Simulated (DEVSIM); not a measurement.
System: Schottky contact on p-type InP, at 250 K.

```csv
layer (left to right),material,thickness (μm),Na (cm⁻³),τn (s),τp (s)
1,InP,3.40,5.7e16,1.2e-8,1.2e-8
```

Left contact: Schottky, work function 5.034 eV, emission velocity 7.3e6 cm/s. Right contact: ohmic. Voltage is applied to the left contact. Recombination: SRH at mid-gap, radiative, Auger. Mobility is μmin + (μ − μmin)/(1 + (N/Nref)^α).

Constants are typed, rounded textbook-type inputs, not results; the design itself was drawn at random and stands for no fabricated device. Values at 300 K; Nc and Nv go as T^1.5, mobilities as T to minus their exponent, the gap by Varshni's rule with the affinity fixed.

| parameter | InP |
|---|---|
| gap (eV) | 1.344 |
| affinity (eV) | 4.38 |
| permittivity | 12.5 |
| Nc (cm⁻³) | 5.7e17 |
| Nv (cm⁻³) | 1.1e19 |
| μn (cm²/Vs) | 5200 |
| μp (cm²/Vs) | 170 |
| μn,min | 400 |
| μp,min | 10 |
| Nref,n | 3e17 |
| Nref,p | 4.9e17 |
| αn | 0.47 |
| αp | 0.62 |
| T exponent of μn | 2 |
| T exponent of μp | 2 |
| B (cm³/s) | 1.2e-10 |
| Cn (cm⁶/s) | 9e-31 |
| Cp (cm⁶/s) | 9e-31 |
| Varshni α (eV/K) | 0.000363 |
| Varshni β (K) | 162 |

Model (solved in DEVSIM): 1D drift-diffusion, Boltzmann statistics, complete ionisation; no tunnelling, impact ionisation, image-force lowering or self-heating. Metal contacts follow the ideal Schottky-Mott rule: no Fermi-level pinning, no interface dipoles.

The metal work function was swept, all else fixed.

| metal work function (eV) | largest field in the device at zero bias (V/cm) | dark forward voltage at 100 A/cm² (V) | potential step across the device at zero bias (V) | dark forward voltage at 1 A/cm² (V) |
|---|---|---|---|---|
| 4.834 | 110000 | 0.694 | 0.798 | 0.570 |
| 4.884 | 110000 | 0.644 | 0.748 | 0.520 |
| 4.934 | 110000 | 0.594 | 0.698 | 0.470 |
| 4.984 | 100000 | 0.544 | 0.648 | 0.420 |
| 5.034 | 97000 | 0.494 | 0.598 | 0.370 |
| 5.084 | 93000 | 0.444 | 0.548 | 0.320 |
| 5.134 | 88000 | 0.394 | 0.498 | 0.270 |
| 5.184 | 84000 | 0.344 | 0.448 | 0.220 |

From the first row to the last the largest field in the device at zero bias goes from 110000 to 84000. From the first row to the last the dark forward voltage at 100 A/cm² goes from 0.694 to 0.344.
